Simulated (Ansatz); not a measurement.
The reference is CrI3 in the BiI3 type structure (space group R-3, No. 148; a = 6.8182 Å, c = 19.4777 Å (hexagonal axes); ferromagnetic; layered, stacked along the Cartesian z axis).

Level of theory: PBE-D3(BJ)/PAW in Ansatz (a quantum-chemistry and plane-wave program), no spin-orbit coupling.

For the base:

The shortest interatomic distance is 2.711 Å, the smallest direct gap comes out as 1.17 eV and the band gap is 1.08 eV.

The change: a free-standing slab of 1 layer (8 atoms, 8 a layer) is cut normal to the stacking axis, with 15 Å of vacuum and the in-plane cell relaxed.

**Question.** Predict the new shortest interatomic distance.

**Answer.** The shortest interatomic distance grows by 0.003 Å, from 2.711 Å to 2.714 Å.

**Question.** Predict the new excess energy per area of both faces.

**Answer.** The excess energy per area of both faces (slab less bulk energy over the cell's area: twice a surface energy) is 0.28 J/m².

**Question.** Predict the new smallest direct gap.

**Answer.** The smallest direct gap rises by 0.113 eV to 1.29 eV.

**Question.** What does the calculation give for the band gap after the change?

**Answer.** The band gap goes up by 0.20 eV, from 1.08 eV to 1.28 eV.

The magnetic state is the one reached from the starting moments; the real material's order can differ, and small cells can't hold many antiferromagnetic ones. Slab and bulk use different k-meshes, which limits the precision of the excess energy. With I present, leaving out spin-orbit coupling can change the band edges. Whether these cells are dynamically stable was not tested.
